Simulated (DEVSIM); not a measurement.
Structure: abrupt Si p-n junction, at 400 K.

Layer 1 from the left is Si, thickness (μm) 0.420, Na (cm⁻³) 1.4e17, τn (s) 0.0001, τp (s) 0.0001. Layer 2 from the left is Si, thickness (μm) 6.90, Nd (cm⁻³) 1.6e15, τn (s) 0.0001, τp (s) 0.0001.

Left contact: ohmic. Right contact: ohmic. Voltage is applied to the left contact. Recombination: SRH at mid-gap, Auger. Mobility is μmin + (μ − μmin)/(1 + (N/Nref)^α).

Constants are typed, rounded textbook-type inputs, not results; the design itself was drawn at random and stands for no fabricated device. Values at 300 K; Nc and Nv go as T^1.5, mobilities as T to minus their exponent, the gap by Varshni's rule with the affinity fixed.

Si: gap (eV) 1.124, affinity (eV) 4.05, permittivity 11.7, Nc (cm⁻³) 2.86e19, Nv (cm⁻³) 3.1e19, μn (cm²/Vs) 1417, μp (cm²/Vs) 470, μn,min 52, μp,min 45, Nref,n 9.7e16, Nref,p 2.2e17, αn 0.68, αp 0.72, T exponent of μn 2.3, T exponent of μp 2.2, Cn (cm⁶/s) 2.8e-31, Cp (cm⁶/s) 9.9e-32, Varshni α (eV/K) 0.000473, Varshni β (K) 636.

Model (solved in DEVSIM): 1D drift-diffusion, Boltzmann statistics, complete ionisation; no tunnelling, impact ionisation, image-force lowering or self-heating.

Dark forward current:

| |V| (V) | |J| (A/cm²) |
|---|---|
| 0.05 | 0.0001752 |
| 0.10 | 0.0009174 |
| 0.15 | 0.004063 |
| 0.20 | 0.01736 |
| 0.25 | 0.07324 |
| 0.30 | 0.3024 |
| 0.35 | 1.178 |
| 0.40 | 4.082 |
| 0.45 | 12.16 |
| 0.50 | 30.96 |
| 0.55 | 67.64 |
| 0.60 | 128.4 |
| 0.65 | 217.0 |
| 0.70 | 334.5 |
| 0.75 | 480.2 |
| 0.80 | 651.9 |
| 0.85 | 846.4 |
| 0.90 | 1060 |
| 0.95 | 1288 |
| 1.00 | 1526 |
| 1.05 | 1770 |
| 1.10 | 2017 |

### Question
Work out the local ideality factor n = ΔV / (kT/q · ln(J2/J1)) between the rows 0.15 and 0.20 V, 1.05 and 1.10 V.

### Answer
kT/q = 34.47 mV. From 0.15 to 0.20 V: ln(0.01736/0.004063) = 1.452, n = 1.00, near the 1 of diffusion or emission over a barrier. From 1.05 to 1.10 V: ln(2017/1770) = 0.131, n = 11.10.

### Question
Estimate the current at 0.20 V from the Shockley equation with J0 = Σ q ni² D/(N L) coth(W/L), τ joining the SRH, radiative and Auger lifetimes that are on, and W taken as the whole layer.

### Answer
ni² = 3.22e25 cm⁻⁶; electrons in the p layer: μ = 335 cm²/Vs, D = 11.6 cm²/s, τ = 8.37e-5 s, L = 311 μm, W/L = 0.0013, term 1.02e-5 A/cm²; holes in the n layer: μ = 243 cm²/Vs, D = 8.39 cm²/s, τ = 1.00e-4 s, L = 290 μm, W/L = 0.024, term 3.92e-5 A/cm². J0 = 4.94e-5 A/cm², and J = J0 exp(qV/kT) = 0.0163 A/cm². The simulation gives 0.0174 A/cm²; the estimate lies 5.8 % below. The estimate leaves out recombination in the depletion region and that region's share of W.
